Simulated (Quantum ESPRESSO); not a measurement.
Troubleshooting Quantum ESPRESSO: a failed run on BaSiO₃ (P2_12_12_1, 20 atoms in the cell). The aim is a self-consistent single point with DFT, LDA (PZ), plane waves, GBRV 1.5 ultrasoft (LDA) pseudopotentials.

Input as run:

```fortran
&control
   calculation = 'scf',
   prefix = 'BaSiO3',
   outdir = './work',
   pseudo_dir = './',
   tprnfor = .true.,
   tstress = .true.,
/
&system
   ibrav = 0,
   nat = 20,
   ntyp = 3,
   ecutwfc = 40,
   ecutrho = 200,
   occupations = 'fixed',
   nbnd = 72,
/
&electrons
   conv_thr = 1e-8,
   mixing_beta = 0.3,
/
ATOMIC_SPECIES
Ba   137.3270  ba_lda_v1.uspp.F.UPF
Si    28.0850  si_lda_v1.uspp.F.UPF
O     15.9990  o_lda_v1.2.uspp.F.UPF
ATOMIC_POSITIONS crystal
Ba    0.72941000    0.81560000    0.85791000
Ba    0.77059000    0.18440000    0.35791000
Ba    0.22941000    0.68440000    0.14209000
Ba    0.27059000    0.31560000    0.64209000
Si    0.18108000    0.30347000    0.92703000
Si    0.31892000    0.69653000    0.42703000
Si    0.68108000    0.19653000    0.07297000
Si    0.81892000    0.80347000    0.57297000
O     0.24022000    0.58017000    0.90636000
O     0.25978000    0.41983000    0.40636000
O     0.74022000    0.91983000    0.09364000
O     0.75978000    0.08017000    0.59364000
O     0.24951000    0.12164000    0.83252000
O     0.25049000    0.87836000    0.33252000
O     0.74951000    0.37836000    0.16748000
O     0.75049000    0.62164000    0.66748000
O     0.67084000    0.72318000    0.45744000
O     0.82916000    0.27682000    0.95744000
O     0.17084000    0.77682000    0.54256000
O     0.32916000    0.22318000    0.04256000
K_POINTS automatic
6 5 2  0 0 0
```

Output (repeated stretches shortened):

```
 %%%%%%%%%%%%%%%%%%%%%%%%%%%%%%%%%%%%%%%%%%%%%%%%%%%%%%%%%%%%%%%%%%%%%%%%%%%%%%
     Error in routine cell_base_init (1):
     ibrav=0: must read cell parameters
 %%%%%%%%%%%%%%%%%%%%%%%%%%%%%%%%%%%%%%%%%%%%%%%%%%%%%%%%%%%%%%%%%%%%%%%%%%%%%%

     stopping ...
```

Problem. Read the log: what does the program object to, and what is the fix?

Solution. The fault is no cell vectors for a free lattice. A free lattice needs its vectors. To fix it, add the cell. The program stopped before any SCF iteration.

The sound input it was made from differs as follows (other fixes are possible):
```diff
+CELL_PARAMETERS angstrom
+   4.63802000     0.00000000     0.00000000
+   0.00000000     5.69167000     0.00000000
+   0.00000000     0.00000000    12.70791000
```

With that input, the run converged in 12 iterations: free energy E − TS -9660.9185 eV; top of the valence band (on the code's own zero) 4.85 eV; gap on the k-point mesh 4.31 eV; pressure -6.60 GPa; largest force (vector length) 0.410 eV/Å (DFT, LDA (PZ), plane waves, GBRV 1.5 ultrasoft (LDA) pseudopotentials).

On the sound input: the starting cell comes from a database of computed structures (which also holds hypothetical and non-ambient phases and stackings), without a prior relaxation at this level. With a pressure of about -7 GPa the cell is away from its equilibrium volume at this level.
